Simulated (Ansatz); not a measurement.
Start from ZnS in the wurtzite structure (space group P6_3mc, No. 186; a = 3.845 Å, c = 6.306 Å).

(Cell as relaxed with PBE.)

Levels (all Ansatz, an electronic-structure program, PAW): PBE (420 eV, scalar-relativistic without spin-orbit coupling); r2SCAN (500 eV, no spin-orbit coupling).

Each level relaxes its own structure.

| base | PBE | r2SCAN |
|---|---|---|
| volume per atom | 20.18 Å³ | 19.59 Å³ |
| lattice parameter a | 3.845 Å | 3.806 Å |
| band gap | 2.08 eV | 2.78 eV |

Now apply this change: cell and atoms relaxed at a pressure of 15 GPa.

```json
[
 {"quantity": "shift of the gap caused by the change", "PBE": "+0.68 eV", "r2SCAN": "+0.66 eV"},
 {"quantity": "c/a ratio", "PBE": "1.652", "r2SCAN": "1.653"},
 {"quantity": "lattice parameter a", "PBE": "3.643 Å", "r2SCAN": "3.622 Å"},
 {"quantity": "valence-band top at Γ (three highest levels, from the VBM)", "PBE": "0.00, 0.00, -0.15 eV", "r2SCAN": "0.00, 0.00, -0.16 eV"}
]
```

PBE's shift of the gap caused by the change lies 0.02 eV above r2SCAN's; PBE's lattice parameter a lies 0.021 Å above r2SCAN's (0.6 %). Neither level is exact; r2SCAN is the comparison here, not a measurement.

Load acts through the strain it causes; cell and atoms are relaxed under it. Stability against distortions was not tested. Tetrahedral semiconductors of this kind turn to denser phases somewhere between about 1 and 50 GPa; those were not computed, so compressed cells here can lie past the real transition.
